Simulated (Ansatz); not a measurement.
Take La2O3 (space group P-3m1, No. 164; a = 3.935 Å, c = 6.126 Å) as the base.

All numbers come from DFT with r2SCAN, PAW potentials and a 500 eV plane-wave cutoff in Ansatz (a program for electronic structure), no SOC.

Before the change:

The width of the top valence band comes out as 0.38 eV, the electron mass is 1.3 mₑ (at K) and the c/a ratio is 1.557.

Modification: a hydrostatic pressure of 22.5 GPa.

**Question.** Estimate the effect on the width of the top valence band, electron mass and c/a ratio.

**Answer.** The width of the top valence band rises by 0.15 eV, from 0.38 eV to 0.53 eV; the electron mass becomes 1.1 mₑ along c, 1.0 mₑ across (at K) (base: 1.3 mₑ (at K)); the c/a ratio decreases by 0.1283 (1.557 → 1.428).

The levels and masses belong to the bands next to the band gap. Load acts through the strain it causes; cell and atoms are relaxed under it. Masses are band curvatures over ±0.01 Å⁻¹ around the edge. Stability against distortions was not tested. Competing high-pressure phases were not computed.
